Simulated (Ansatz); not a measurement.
Levels about the gap of amorphous IGZO (In$_{15}$Ga$_{15}$Zn$_{15}$O$_{60}$) (105 atoms in a cell of 1425 Å³, 5.49 g/cm³; zone centre alone, so wide bands show as single levels with stretches between that a denser mesh fills), at the geometry that PBE relaxed, where it gives -0.2 GPa on a denser mesh. The participation number counts the atoms over which a state spreads; weights are charges in smoothed Voronoi cells. The levels come from a single point, so bond lengths are those of that geometry. Method of the levels: r2SCAN, scalar-relativistic without spin-orbit coupling (Ansatz, a first-principles code). Sampling: the zone centre alone; Fermi-Dirac width 0.02 eV; no spin polarisation. At PBE the levels at the filled edge of the gap are localised (band-tail or defect states).

It comes from a melt-quench run on a machine-learned potential (CHGNet), relaxed afterwards by DFT. O atoms were pushed apart under 1.9 Å during the dynamics, to hinder bonds among them. The hot cell started wider than the set density and was brought back towards it in steps. It is the lowest in DFT energy of 4 quenches. It is a model cell: composition and starting density were chosen by hand, and all elements were melted together. No dispersion term was used. Its density started from a set value of 5.49 and ended at 5.49 g/cm³. The quench (nominally 170 K/ps over its main leg) was far faster than any real one, so the model tends to hold more defects than a real film. One small periodic cell is one sample of the glass; other quenches scatter about these values. The volume was held where the preparation left it and the shape relaxed, at a PBE pressure of -0.2 GPa (tension).

```json
[
 {"E - E(highest filled), eV": "-0.30", "filling": "filled", "participation number": "15.6", "largest on": "O, 3 neighbours", "weight O": "0.90", "weight In": "0.03", "weight Zn": "0.05", "weight Ga": "0.02"},
 {"E - E(highest filled), eV": "-0.27", "filling": "filled", "participation number": "21.8", "largest on": "O, 3 neighbours", "weight O": "0.84", "weight In": "0.02", "weight Zn": "0.13", "weight Ga": "0.01"},
 {"E - E(highest filled), eV": "-0.24", "filling": "filled", "participation number": "21.6", "largest on": "O, 3 neighbours", "weight O": "0.85", "weight In": "0.02", "weight Zn": "0.11", "weight Ga": "0.02"},
 {"E - E(highest filled), eV": "-0.19", "filling": "filled", "participation number": "15.6", "largest on": "O, 3 neighbours", "weight O": "0.84", "weight In": "0.02", "weight Zn": "0.13", "weight Ga": "0.01"},
 {"E - E(highest filled), eV": "-0.12", "filling": "filled", "participation number": "19.6", "largest on": "O, 3 neighbours", "weight O": "0.84", "weight In": "0.02", "weight Zn": "0.13", "weight Ga": "0.01"},
 {"E - E(highest filled), eV": "-0.06", "filling": "filled", "participation number": "5.9", "largest on": "O, 3 neighbours", "weight O": "0.85", "weight In": "0.02", "weight Zn": "0.11", "weight Ga": "0.01"},
 {"E - E(highest filled), eV": "0.00", "filling": "filled", "participation number": "20.0", "largest on": "O, 4 neighbours", "weight O": "0.81", "weight In": "0.01", "weight Zn": "0.16", "weight Ga": "0.02"},
 {"E - E(highest filled), eV": "1.19", "filling": "empty", "participation number": "94.1", "largest on": "In, 4 neighbours", "weight O": "0.49", "weight In": "0.23", "weight Zn": "0.15", "weight Ga": "0.13"},
 {"E - E(highest filled), eV": "3.21", "filling": "empty", "participation number": "24.1", "largest on": "In, 4 neighbours", "weight O": "0.57", "weight In": "0.30", "weight Zn": "0.07", "weight Ga": "0.06"},
 {"E - E(highest filled), eV": "3.54", "filling": "empty", "participation number": "56.2", "largest on": "In, 4 neighbours", "weight O": "0.57", "weight In": "0.28", "weight Zn": "0.09", "weight Ga": "0.05"},
 {"E - E(highest filled), eV": "3.55", "filling": "empty", "participation number": "44.0", "largest on": "In, 5 neighbours", "weight O": "0.58", "weight In": "0.23", "weight Zn": "0.09", "weight Ga": "0.10"},
 {"E - E(highest filled), eV": "3.64", "filling": "empty", "participation number": "46.7", "largest on": "In, 5 neighbours", "weight O": "0.57", "weight In": "0.20", "weight Zn": "0.13", "weight Ga": "0.10"},
 {"E - E(highest filled), eV": "3.75", "filling": "empty", "participation number": "65.2", "largest on": "In, 5 neighbours", "weight O": "0.57", "weight In": "0.18", "weight Zn": "0.14", "weight Ga": "0.10"},
 {"E - E(highest filled), eV": "3.91", "filling": "empty", "participation number": "64.0", "largest on": "In, 5 neighbours", "weight O": "0.59", "weight In": "0.18", "weight Zn": "0.12", "weight Ga": "0.12"}
]
```

Most localised among these is the filled level at -0.06 eV, on a O atom, which has 3 neighbours (Zn 1.88 Å, In 2.06 Å, In 2.16 Å).
